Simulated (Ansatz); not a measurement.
Take BeSe in the zinc blende structure (space group F-43m, No. 216) as the base.

Space group F-43m (No. 216); a = b = c = 5.178 Å, α = β = γ = 90.00°

```json
[
 {"atom": "Se", "site": "4d", "symmetry": "-43m", "x": "0.7500", "y": "0.7500", "z": "0.7500"},
 {"atom": "Be", "site": "4a", "symmetry": "-43m", "x": "0.0000", "y": "0.0000", "z": "0.0000"}
]
```
(The calculation used a cell of 2 atoms; values per cell refer to that cell.)

Method: Ansatz (a first-principles code) PBE, no spin-orbit coupling.

Base values:

* **Band gap**: 2.67 eV
* **Hole mass**: 0.24, 0.48, 0.48 mₑ (at Γ)
* **Smallest direct gap**: 4.22 eV

Perturbation: cell and atoms relaxed at a pressure of 3 GPa.

Predict the new band gap.

The band gap falls by 0.08 eV, from 2.67 eV to 2.59 eV.

Predict the new hole mass.

The hole mass (degenerate bands, along [100]) goes from 0.24, 0.48, 0.48 mₑ (at Γ) to 0.24, 0.46, 0.46 mₑ (at Γ).

How does this affect the smallest direct gap?

The smallest direct gap goes up by 0.28 eV (4.22 eV → 4.50 eV).

Load acts through the strain it causes; cell and atoms are relaxed under it. Masses are band curvatures over ±0.01 Å⁻¹ around the edge. Whether these cells are dynamically stable was not tested.
